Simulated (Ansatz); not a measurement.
Related cells compared by their band gap.

Cell A: SiC (3C, zinc blende, F-43m), 2 atoms in the cell, k-point mesh 14×14×14 on the run's own vectors.
```
CSi
1.0
    0.00000     2.18985     2.18985
    2.18985     0.00000     2.18985
    2.18985     2.18985     0.00000
Si C
1 1
Direct
  0.75000   0.75000   0.75000
  0.00000   0.00000   0.00000
```

Cell B: SiC (6H, P6₃mc), 12 atoms in the cell; this is a cell whose start was taken from, or built on, an entry of a structure database, and that this text hasn't matched to a measured one, k-point mesh 12×12×4 on the run's own vectors.
```xyz
12
Lattice="3.0948 0.0000 0.0000 -1.5474 2.6802 0.0000 0.0000 0.0000 15.1858" Properties=species:S:1:pos:R:3 pbc="T T T"
Si     0.0000     1.7868    12.6497
Si     1.5474     0.8934     5.0568
Si     1.5474     0.8934    10.1213
Si     0.0000     1.7868     2.5285
Si     0.0000     0.0000     7.5887
Si     0.0000     0.0000    15.1816
C      0.0000     0.0000    13.2780
C      0.0000     0.0000     5.6851
C      0.0000     1.7868    10.7515
C      1.5474     0.8934     3.1586
C      1.5474     0.8934     8.2233
C      0.0000     1.7868     0.6304
```

Cell C: SiC (4H, P6₃mc), 8 atoms in the cell, k-point mesh 12×12×4 on the run's own vectors.
```xyz
8
Lattice="3.0941 0.0000 0.0000 -1.5470 2.6796 0.0000 0.0000 0.0000 10.1293" Properties=species:S:1:pos:R:3 pbc="T T T"
Si     1.5470     0.8932     9.4996
Si     0.0000     1.7864     4.4350
Si     0.0000     0.0000     6.9679
Si     0.0000     0.0000     1.9033
C      1.5470     0.8932     7.5950
C      0.0000     1.7864     2.5303
C      0.0000     0.0000     5.0691
C      0.0000     0.0000     0.0045
```

Computed with Ansatz (plane waves, PAW), its PAW set soft_1, cutoff 420 eV, 500 eV for r2SCAN. The structures are at rest with PBE; other levels are single points on them. HSE06 runs on coarser k-point meshes, which give the PBE gaps of the finer ones within 0.03 eV. Neutral cells; Fermi-Dirac smearing of at most 0.05 eV in the solids, energies taken to zero width. The lattices are those relaxed with PBE, so at other levels the solids can be strained, which adds to the spread. The structures are the rest points that the relaxations reached, not proven lowest. A dispersion term ran beside these levels; it doesn't touch the electrons. Gaps are highest filled to lowest empty Kohn-Sham level on the run's k-point mesh, states of defects and surfaces included; edges off the mesh make the true gap smaller, and under 0.08 eV counts as none; a gap is called direct where the least direct separation is within 0.02 eV of it.

What does r2SCAN give for the band gap of each cell (eV)?


| cell | r2SCAN |
|---|---|
| A | 1.72 (indirect) |
| B | 2.39 (indirect) |
| C | 2.59 (indirect) |

With r2SCAN the value is lowest for A and highest for C.

And at the other levels?


| system | PBE | HSE06 |
|---|---|---|
| A | 1.37 (indirect) | 2.24 |
| B | 2.03 (indirect) | 2.91 |
| C | 2.22 (indirect) | 3.13 |

With PBE the value is lowest for A and highest for C. With HSE06 the value is lowest for A and highest for C.

Ansatz is a quantum-chemistry and plane-wave program.
